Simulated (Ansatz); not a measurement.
F on the 1x1 (110) surface of bcc Mo, one in a 2x2 cell, energies for each (28.3 Å²). Energies are against ½ F2(g), without zero-point or thermal terms; each row is named by its start.

Method: PBE (plane waves to 420 eV, PAW; Ansatz, a quantum-chemistry and plane-wave program).

Model: 17-atom slab, 6.5 Å thick at the start under the adsorbate (thin: gaps and levels are the slab's own), 6x6x1 mesh, Fermi-Dirac 0.1 eV, dipole correction, 8 atoms held, the rest relaxed; each run with such symmetry as its start has; no spin, no spin-orbit, no U, no dispersion correction.

A negative adsorption energy means that the adsorbate is more stable on the surface than in its reference. Heights count from the host atoms within 0.3 Å of the top one.

```tsv
starting site	E_ads (eV)	height (Å)	nearest host atom (Å)	bonded to	Δ work function (eV)	lateral drift (Å)
top Mo	(withheld)	1.90	Mo 1.90	Mo	0.83	0.0
hollow Mo-Mo-Mo	-3.92	1.49	Mo 2.13	3 Mo	(withheld)	0.2
bridge Mo-Mo (span 2.7 Å)	-3.90	1.67	Mo 2.14	2 Mo	0.32	0.0
bridge Mo-Mo (span 3.2 Å)	(withheld)	1.45	Mo 2.15	2 Mo	(withheld)	0.0
```

Q: Complete the blanks.

A: 
- top Mo, E_ads (eV): -3.69
- hollow Mo-Mo-Mo, Δ work function (eV): 0.06
- bridge Mo-Mo (span 3.2 Å), E_ads (eV): -3.63
- bridge Mo-Mo (span 3.2 Å), Δ work function (eV): -0.12
